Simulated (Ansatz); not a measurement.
**CuI: pressure series**

The parent structure is CuI in the zinc blende structure (space group F-43m, No. 216).

```yaml
crystal:
  lattice:
    - [0.00000, 2.96965, 2.96965]
    - [2.96965, 0.00000, 2.96965]
    - [2.96965, 2.96965, 0.00000]
  atoms:
    - { symbol: I, position: [0.75000, 0.75000, 0.75000] }
    - { symbol: Cu, position: [0.00000, 0.00000, 0.00000] }
```

Cell and atoms are relaxed at each pressure.

The values are results of PBEsol, PAW, 420 eV (Ansatz, a first-principles code; scalar-relativistic without spin-orbit coupling), not measurements.

Computed cases, in order: 0 GPa (base); pressure 0.9 GPa; pressure 2.1 GPa; pressure 4.5 GPa; pressure 9 GPa; pressure 15 GPa; pressure 22.5 GPa; pressure 30 GPa.

### Question
Between which two neighbouring cases does the gap turn between direct and indirect?

### Answer
Between pressure 15 GPa (1.78 eV, direct at Γ) and pressure 22.5 GPa (1.88 eV, indirect, Γ → X). The whole series: 0 GPa (base): 1.17 eV, direct at Γ; pressure 0.9 GPa: 1.22 eV, direct at Γ; pressure 2.1 GPa: 1.29 eV, direct at Γ; pressure 4.5 GPa: 1.40 eV, direct at Γ; pressure 9 GPa: 1.58 eV, direct at Γ; pressure 15 GPa: 1.78 eV, direct at Γ; pressure 22.5 GPa: 1.88 eV, indirect, Γ → X; pressure 30 GPa: 1.75 eV, indirect, Γ → X.

With I present, leaving out spin-orbit coupling can change the band edges. Load acts through the strain it causes; cell and atoms are relaxed under it. Whether these cells are dynamically stable was not tested. Tetrahedral semiconductors of this kind turn to denser phases somewhere between about 1 and 50 GPa; those were not computed, so compressed cells here can lie past the real transition. All final runs are without spin polarisation.
